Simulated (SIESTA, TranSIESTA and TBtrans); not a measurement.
## V chain with one Co atom in place of V

System: V chain with one Co atom in place of V. Leads: straight V chain, spacing 2.09 Å. Geometry: as built, not relaxed.

Method: TranSIESTA and TBtrans, PBE, DZP numerical orbitals (energy shift 0.15 eV), PseudoDojo norm-conserving scalar-relativistic potentials, mesh cutoff 200 Ry, 300 K, spin-polarised (collinear), no spin-orbit coupling; self-consistent non-equilibrium Green functions.

```
Quantity                                                       Value
-------------------------------------------------------------  -----
Conductance at 300 K (G0 = 2e²/h)                               1.94
Mean T from −0.5 to 0.5 eV                                      2.14
Spin polarisation of the conductance, (up − down)/(up + down)   0.11
```

Energies count from the leads' Fermi level. Transmissions are for each spin. The energy step is 0.01 eV; narrower resonances are cut or missed.

```csv
E (eV),T up,T down,lead channels up,down
-2.00,2.47,0.68,4,1
-1.90,2.61,0.70,4,1
-1.80,2.76,0.71,4,1
-1.70,2.92,0.72,4,1
-1.60,3.09,1.61,4,3
-1.50,3.25,1.61,4,3
-1.40,3.39,1.49,4,3
-1.30,3.50,1.80,4,band edge
-1.20,3.57,2.26,4,4
-1.10,3.61,2.42,4,4
-1.00,3.63,2.48,4,4
-0.90,3.60,2.46,4,4
-0.80,3.53,2.37,4,4
-0.70,3.49,2.24,band edge,4
-0.60,3.31,2.11,6,4
-0.50,3.20,1.98,6,4
-0.40,3.06,1.88,6,4
-0.30,2.62,1.81,6,4
-0.20,2.40,1.75,6,4
-0.10,2.25,1.73,6,4
0.00,2.15,1.73,6,4
0.10,2.10,1.76,6,4
0.20,2.13,1.84,6,4
0.30,2.29,1.97,6,4
0.40,2.23,2.17,6,4
0.50,2.29,2.44,6,4
0.60,2.41,2.74,6,4
0.70,2.43,3.56,6,4
0.80,2.07,3.26,band edge,6
0.90,1.38,3.29,4,6
1.00,1.18,3.24,2,6
1.10,1.17,3.15,2,6
1.20,1.16,2.94,2,6
1.30,1.15,2.62,2,6
1.40,1.14,2.28,2,6
1.50,1.13,1.39,2,4
1.60,1.12,1.39,2,4
1.70,1.10,1.40,2,4
1.80,1.09,1.40,2,4
1.90,1.08,1.40,2,4
2.00,1.07,1.39,2,4
```

The magnetic order of the leads was set by the start, and no other order was tried; the separate lead runs end at 1.43 (left) and 1.43 (right) μB an atom. The straight chain is held at its spacing; free chains may zigzag or dimerise.
